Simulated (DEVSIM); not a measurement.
Structure: illuminated Si n-on-p cell, one wavelength, at 400 K.

| layer (left to right) | material | thickness (μm) | Nd (cm⁻³) | Na (cm⁻³) | τn (s) | τp (s) | absorption coefficient (cm⁻¹) |
|---|---|---|---|---|---|---|---|
| 1 | Si | 0.190 | 1.2e19 | - | 4.3e-8 | 4e-7 | 11000 |
| 2 | Si | 35.0 | - | 3.3e16 | 2.7e-6 | 2.7e-6 | 11000 |

Left contact: ohmic, minority hole recombination velocity 2000 cm/s. Right contact: ohmic, minority electron recombination velocity 40 cm/s. Voltage is applied to the left contact. Recombination: SRH at mid-gap, radiative, Auger. Light enters at the left, 2e16 photons cm⁻² s⁻¹, one pass, no reflection. Mobility is μmin + (μ − μmin)/(1 + (N/Nref)^α).

Constants are typed, rounded textbook-type inputs, not results; the design itself was drawn at random and stands for no fabricated device. Values at 300 K; Nc and Nv go as T^1.5, mobilities as T to minus their exponent, the gap by Varshni's rule with the affinity fixed.

```tsv
parameter	Si
gap (eV)	1.124
affinity (eV)	4.05
permittivity	11.7
Nc (cm⁻³)	2.86e19
Nv (cm⁻³)	3.1e19
μn (cm²/Vs)	1417
μp (cm²/Vs)	470
μn,min	52
μp,min	45
Nref,n	9.7e16
Nref,p	2.2e17
αn	0.68
αp	0.72
T exponent of μn	2.3
T exponent of μp	2.2
B (cm³/s)	4.7e-15
Cn (cm⁶/s)	2.8e-31
Cp (cm⁶/s)	9.9e-32
Varshni α (eV/K)	0.000473
Varshni β (K)	636
```

DEVSIM, 1D drift-diffusion, Boltzmann statistics, complete ionisation; no tunnelling, impact ionisation, image-force lowering or self-heating.

The thickness of layer 1 was swept, all else fixed.

```csv
thickness of layer 1 (μm),largest power (mW/cm²),share of generated pairs collected at short circuit,short-circuit current (mA/cm²)
0.038,0.729,0.994,3.19
0.066,0.729,0.994,3.19
0.11,0.728,0.994,3.19
0.19,0.727,0.993,3.18
0.32,0.724,0.989,3.17
0.57,0.710,0.972,3.11
0.95,0.670,0.924,2.96
```

From the first row to the last the largest power goes from 0.729 to 0.670. From the first row to the last the share of generated pairs collected at short circuit goes from 0.994 to 0.924.
